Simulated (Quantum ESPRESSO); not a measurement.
Habitual settings against a tight run: Y₂Re₂Si₂C (C2/m, 7 atoms in the cell)

Self-consistent single point.

```
CELL_PARAMETERS angstrom
      5.42920    -1.98727     0.00000
      5.42920     1.98727     0.00000
     -4.19740     0.00000     5.46621
ATOMIC_POSITIONS crystal
  Y  0.42741 0.42741 0.69960
  Y  0.57259 0.57259 0.30040
  Si 0.85763 0.85763 0.31741
  Si 0.14237 0.14237 0.68259
  Re 0.79265 0.79265 0.90754
  Re 0.20735 0.20735 0.09246
  C  0.00000 0.00000 0.00000
```

Method: PBEsol, GBRV 1.5 ultrasoft (PBESOL) pseudopotentials (plane waves; Quantum ESPRESSO 7.5).

Base settings: ecutwfc = 40 Ry; ecutrho = 320 Ry; occupations = smearing; smearing = fermi-dirac; degauss = 0.0073499 Ry; K_POINTS = automatic 6 6 4 1 1 1; conv_thr = 1e-09 Ry.

Tight run (finer mesh or higher cutoff; not a proven limit): ecutwfc: 40 Ry → 56 Ry; ecutrho: 320 Ry → 448 Ry; conv_thr: 1e-09 Ry → 7.3e-11 Ry; K_POINTS: automatic 6 6 4 1 1 1 → automatic 9 9 6 1 1 1. It gave Fermi level (on the code's own zero) 14.49 eV; pressure -1.30 GPa; largest force (vector length) 0.076 eV/Å.

Quick runs, as changes from the base:
- A: the base itself
- B: ecutwfc: 40 Ry → 24 Ry; ecutrho: 320 Ry → 192 Ry; degauss: 0.0073499 Ry → 0.036749 Ry; K_POINTS: automatic 6 6 4 1 1 1 → automatic 3 3 3 1 1 1
- C: ecutwfc: 40 Ry → 32 Ry; ecutrho: 320 Ry → 256 Ry; conv_thr: 1e-09 Ry → 7.3e-05 Ry; K_POINTS: automatic 6 6 4 1 1 1 → automatic 6 6 6 1 1 1
- D: ecutwfc: 40 Ry → 32 Ry; ecutrho: 320 Ry → 256 Ry; degauss: 0.0073499 Ry → 0.0147 Ry; conv_thr: 1e-09 Ry → 7.3e-05 Ry; K_POINTS: automatic 6 6 4 1 1 1 → automatic 2 2 2 1 1 1

Energies are extrapolated to zero smearing width, which holds to low order in the width alone (under cold and Methfessel-Paxton smearing the free energy itself is taken).

Dashes: pressure of C, D, not trusted under this conv_thr with d or f elements.

The count of work is k-points × plane waves × bands × iterations; it is no time. Core times come from one kind of shared machine and are given to one figure; runs under 30 s give none.

The starting cell comes from a database of computed structures (which also holds hypothetical and non-ambient phases and stackings), without a prior relaxation at this level. Its lattice was rescaled by a random factor within 2.5 % of one. Spin polarisation is off.

| run | energy less tight (meV/atom) | pressure less tight (GPa) | largest miss in a force vector (eV/Å) | count of work / tight | core time / tight (rough) |
|---|---|---|---|---|---|
| A | 7.9 | -0.11 | 0.031 | 0.17 | 0.2 |
| B | 99.3 | -4.01 | 0.242 | 0.018 | 0.05 |
| C | 20.3 | – | 0.133 | 0.10 | 0.1 |
| D | 54.7 | – | 0.648 | 0.0048 | 0.04 |

Among the runs at the tight run's level, the energy misses run from 7.9 to 99.3 meV/atom.

Left out of this page: 2 runs of the series outside the window shown, repeating another row's setting, or not comparable.
